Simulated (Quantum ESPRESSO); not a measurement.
Input and output of a self-consistent single point for MoIr (P-6m2, 2 atoms in the cell) (Quantum ESPRESSO).

Level of theory: LDA (PZ), GBRV 1.5 ultrasoft (LDA) pseudopotentials (plane waves; Quantum ESPRESSO).

The change in words: lattice scaled by 0.98. Reference geometry:
```
CELL_PARAMETERS angstrom
      2.79205     0.00000     0.00000
     -1.39603     2.41799     0.00000
      0.00000     0.00000     4.46992
ATOMIC_POSITIONS crystal
  Mo 0.00000 0.00000 0.00000
  Ir 0.33333 0.66667 0.50000
```

Reference input (self-consistent single point, DFT, LDA (PZ), plane waves, GBRV 1.5 ultrasoft (LDA) pseudopotentials): ecutwfc = 40 Ry; ecutrho = 320 Ry; occupations = smearing; smearing = fermi-dirac; degauss = 0.0036749 Ry; potentials = {Mo: mo_lda_v1.uspp.F.UPF, Ir: ir_lda_v1.2.uspp.F.UPF}; K_POINTS = automatic 18 18 10 0 0 0; conv_thr = 1e-09 Ry. This run's input differs from it in these lines:

```diff
@@ -26,3 +26,3 @@
 Mo    0.0000000000    0.0000000000    0.0000000000
-Ir    0.0000000000    1.6119907429    2.2349600000
+Ir    0.0000000000    1.5797508347    2.1902610000
 K_POINTS automatic
@@ -30,5 +30,5 @@
 CELL_PARAMETERS angstrom
-   2.7920498680     0.0000000000     0.0000000000
-  -1.3960249340     2.4179861143     0.0000000000
-   0.0000000000     0.0000000000     4.4699200000
+   2.7362087090     0.0000000000     0.0000000000
+  -1.3681043545     2.3696262520     0.0000000000
+   0.0000000000     0.0000000000     4.3805220000
```

Output, abridged:

```
     Self-consistent Calculation

     iteration #  1     ecut=    40.00 Ry     beta= 0.70

     negative rho (up, down):  2.682E-01 0.000E+00

     total energy              =    -319.38880699 Ry
     estimated scf accuracy    <       2.96914931 Ry

     iteration #  2     ecut=    40.00 Ry     beta= 0.70

     negative rho (up, down):  2.937E-01 0.000E+00

     total energy              =    -319.57178461 Ry
     estimated scf accuracy    <      20.31034612 Ry

     iteration #  3     ecut=    40.00 Ry     beta= 0.70

     negative rho (up, down):  3.093E-01 0.000E+00

     total energy              =    -321.28930301 Ry
     estimated scf accuracy    <       0.63764287 Ry

   [... 7 blocks of this kind left out ...]

     iteration # 11     ecut=    40.00 Ry     beta= 0.70

     negative rho (up, down):  3.046E-01 0.000E+00

     total energy              =    -321.41553343 Ry
     estimated scf accuracy    <          1.1E-09 Ry

     iteration # 12     ecut=    40.00 Ry     beta= 0.70

     negative rho (up, down):  3.046E-01 0.000E+00
     End of self-consistent calculation

     Number of k-points >= 100: set verbosity='high' to print the bands.

     the Fermi energy is    23.8185 ev

!    total energy              =    -321.41553343 Ry
     estimated scf accuracy    <          2.5E-11 Ry
     smearing contrib. (-TS)   =      -0.00094417 Ry
     internal energy E=F+TS    =    -321.41458927 Ry

     convergence has been achieved in  12 iterations

     negative rho (up, down):  3.046E-01 0.000E+00

     Forces acting on atoms (cartesian axes, Ry/au):

     atom    1 type  1   force =     0.00000000    0.00000000    0.00000000
     atom    2 type  2   force =     0.00000000    0.00000000    0.00000000

     Total force =     0.000000     Total SCF correction =     0.000000

     negative rho (up, down):  3.046E-01 0.000E+00
          total   stress  (Ry/bohr**3)                   (kbar)     P=       20.57
   0.00006041   0.00000000   0.00000000            8.89        0.00        0.00
   0.00000000   0.00006041  -0.00000000            0.00        8.89       -0.00
   0.00000000  -0.00000000   0.00029871            0.00       -0.00       43.94

   JOB DONE.
```

The run converged in 12 iterations. Against the reference run the free energy goes down by 40.6 meV/atom and the pressure goes from -17.01 to 2.06 GPa.

The starting cell comes from a database of computed structures (which also holds hypothetical and non-ambient phases and stackings), without a prior relaxation at this level. For this run, on top of that: lattice scaled by 0.98. Spin polarisation is off.

Cost on one core of a shared machine: roughly 40 s.
